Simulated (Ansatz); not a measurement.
# What pressure 30 GPa does to Cs

Start from Cs in the bcc (W type) structure (space group Im-3m, No. 229; a = 6.0102 Å).

It is then changed as follows: cell and atoms relaxed at a pressure of 30 GPa.

All numbers come from PBEsol (Ansatz, a first-principles code, PAW, no SOC), earlier PAW set. Γ-centred 11×11×11 mesh, Fermi–Dirac width 0.05 eV.

```csv
quantity,base,changed,shift
density,2.03 g/cm³,8.88 g/cm³,+6.85 g/cm³
lattice parameter a,6.010 Å,3.677 Å,-2.333 Å
enthalpy H = E + PV relative to the base's energy,–,+6.64 eV/atom,–
band gap,zero,zero,–
```

Final structure:

```
CELL_PARAMETERS angstrom
     -1.83841     1.83841     1.83841
      1.83841    -1.83841     1.83841
      1.83841     1.83841    -1.83841
ATOMIC_POSITIONS crystal
  Cs 0.00000 0.00000 0.00000
```

Load acts through the strain it causes; cell and atoms are relaxed under it. Stability against distortions was not tested. All final runs are without spin polarisation. Measured, Cs leaves this structure (for fcc) near 2.4 GPa (temperature not stated; as listed in Olga Degtyareva, NATO science for peace and security series. B, Physics and biophysics (2010)).
